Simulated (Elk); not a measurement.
Elk is run on P (Cmce, 4 atoms in the cell), and the run fails. The aim is a self-consistent single point with DFT, PBE, all-electron FP-LAPW, Elk's shipped species files, LAPW+lo basis.

The input file:

```
tasks
  0

xctype
  20

rgkmax
  7.5

gmaxvr
  16.0

nxoapwlo
  1

rmtscf
  0.87

stype
  1

swidth
  0.00499791

maxscl
  4

scale
  10.62159815

avec
    0.2886709453   -0.9574283709    0.0000000000
    0.2886709453    0.9574283709    0.0000000000
    0.0000000000    0.0000000000    0.7960068825

atoms
  1
  'P.in'
  4
  0.4041400000  0.5958600000  0.9111800000    0.0 0.0 0.0
  0.5958600000  0.4041400000  0.0888200000    0.0 0.0 0.0
  0.0958600000  0.9041400000  0.4111800000    0.0 0.0 0.0
  0.9041400000  0.0958600000  0.5888200000    0.0 0.0 0.0

ngridk
  5 5 4
```

The program printed (abridged):

```
│ Self-consistent loop started │
│ Loop number : 1 │
 total energy                :     -1374.58240887
│ Loop number : 2 │
 total energy                :     -1374.51706169
RMS change in Kohn-Sham potential (target) :   0.5570530179     (  0.1000000000E-05)
Absolute change in total energy (target)   :   0.6534717925E-01 (  0.1000000000E-03)
│ Loop number : 3 │
 total energy                :     -1371.66971917
RMS change in Kohn-Sham potential (target) :   0.2987292072     (  0.1000000000E-05)
Absolute change in total energy (target)   :    2.863679314     (  0.1000000000E-03)
│ Loop number : 4 │
Reached self-consistent loops maximum

Energies :
 Fermi                       :     0.241237849459
 total energy                :     -1369.66910334

Density of states at Fermi energy :    1.764567587
 (states/Hartree/unit cell)

Estimated indirect band gap :   0.1534713257E-01
 from k-point      9 to k-point      9
Estimated direct band gap   :   0.1534713257E-01
 at k-point      9

Charges :
 core                        :    40.00000000
 valence                     :    20.00000000
 interstitial                :    9.875286099
 muffin-tins (core leakage)
  species :    1 (P)
   atom    1                 :    12.53117848     (  0.1657706374E-02)
   atom    2                 :    12.53117848     (  0.1657706374E-02)
   atom    3                 :    12.53117848     (  0.1657706374E-02)
   atom    4                 :    12.53117848     (  0.1657706374E-02)
 total in muffin-tins        :    50.12471390
 total calculated charge     :    59.98055015
 total charge                :    60.00000000
 error                       :   0.1944985300E-01

│ Self-consistent loop stopped │
```

Q: Diagnose the run.

A: The fault is an iteration limit that is too low. The loop is cut before its threshold is met, so whatever is printed at the end is not self-consistent. To fix it, raise the limit, or leave it to the default. The run ended unconverged after 4 iterations.

The sound input it was made from differs as follows (other fixes are possible):
```diff
-  4
+  100
```

With that input, the run converged in 15 iterations: total energy -37240.3660 eV; top of the valence band (on the code's own zero) 6.70 eV; gap on the k-point mesh 0.39 eV (DFT, PBE, all-electron FP-LAPW, Elk's shipped species files, LAPW+lo basis).

On the sound input: the starting cell comes from a database of computed structures (which also holds hypothetical and non-ambient phases and stackings), without a prior relaxation at this level. Its lattice was rescaled by a random factor within 2.5 % of one. Values depend on the basis (sphere radii, cutoffs, local orbitals), which need not be converged.
